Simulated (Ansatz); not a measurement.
**GaN (space group Pm-3n, No. 223; a hypothetical phase, not in the database extracts checked)**

```
CELL_PARAMETERS angstrom
      5.51311     0.00000     0.00000
      0.00000     5.51311     0.00000
      0.00000     0.00000     5.51311
ATOMIC_POSITIONS crystal
  Ga 0.25000 0.00000 0.50000
  Ga 0.75000 0.00000 0.50000
  Ga 0.50000 0.75000 0.00000
  Ga 0.50000 0.25000 0.00000
  Ga 0.00000 0.50000 0.75000
  Ga 0.00000 0.50000 0.25000
  N  0.25000 0.50000 0.00000
  N  0.75000 0.50000 0.00000
  N  0.00000 0.75000 0.50000
  N  0.00000 0.25000 0.50000
  N  0.50000 0.00000 0.75000
  N  0.50000 0.00000 0.25000
```

Calculations: Ansatz (a first-principles code), PBEsol, PAW, cutoff 420 eV, no spin-orbit coupling. k-mesh 5×5×5 (Γ-centred); smearing 0.05 eV (Fermi–Dirac).

```yaml
volume_per_atom: 13.96 Å³
density: 4.98 g/cm³
band_gap: 1.56 eV, direct at Γ
electron_mass: 0.20 mₑ
Lowest conduction-band minima above the VBM: Γ 1.56 eV
total_energy: -2061.259 eV/atom (σ→0; compares only within this code and set-up)
```

Masses are band curvatures over ±0.01 Å⁻¹ around the edge. Stability against distortions was not tested.
